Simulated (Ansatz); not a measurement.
**Effect of pressure 7 GPa on Se**

Base system: Se (space group P3_121, No. 152; a = 4.535 Å, c = 5.041 Å; made of chains).

Now apply this change: cell and atoms relaxed at a pressure of 7 GPa.

Method: PBE (Ansatz, a quantum-chemistry and plane-wave program; PAW; 420 eV plane waves; scalar-relativistic without spin-orbit coupling). k-mesh 8×8×7 (Γ-centred); smearing 0.05 eV (Fermi–Dirac).

The volume per atom decreases by 8.045 Å³ (29.92 Å³ → 21.88 Å³) and the density rises by 1.61 g/cm³, from 4.38 g/cm³ to 5.99 g/cm³. The lattice parameter a falls by 0.701 Å to 3.834 Å and the c/a ratio goes up by 0.233 (1.112 → 1.345). The shortest interatomic distance goes up by 0.063 Å (2.400 Å → 2.463 Å) and the enthalpy H = E + PV relative to the base's energy is +1.06 eV/atom. The band gap shrinks by 0.88 eV, from 1.04 eV to 0.16 eV (uncertain: the Fermi level lies in a band; the changed cell).

From pressure 7 GPa on, the axis ratios lie over 15 % from the base's, so the cell there is far from its starting form. Load acts through the strain it causes; cell and atoms are relaxed under it. No phonon test of stability was made. Competing high-pressure phases were not computed. No dispersion term is included, though the crystal is made of layers, chains or molecules, so its spacings can come out too wide. The zero or small gap of Se under pressure 7 GPa can change with the level of theory.
